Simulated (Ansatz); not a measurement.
The structure below was relaxed with r2SCAN (Ansatz, a quantum-chemistry and plane-wave program), spin-orbit coupling left out, earlier PAW set.

```
Li
1.0
   -1.73778     1.73778     1.73778
    1.73778    -1.73778     1.73778
    1.73778     1.73778    -1.73778
Li
1
Direct
  0.00000   0.00000   0.00000
```

Question: Find the space group and the Wyckoff positions.

Answer: Space group Im-3m (No. 229); a = b = c = 3.4756 Å, α = β = γ = 90.00°

```json
[
 {"atom": "Li", "site": "2a", "symmetry": "m-3m", "x": "0.0000", "y": "0.0000", "z": "0.0000"}
]
```

Question: Describe the coordination.

Answer: The crystal has 2 atoms in its conventional cell. Lattice parameters: a = b = c = 3.4756 Å, α = β = γ = 90.00°. Li has 8 Li at 3.010 Å (cubic). (Neighbours: up to the widest gap in distance over summed covalent radii, below 1.35, at either atom.)

Stability against distortions was not tested. The cell was made from Rb by this change: Rb → Li.
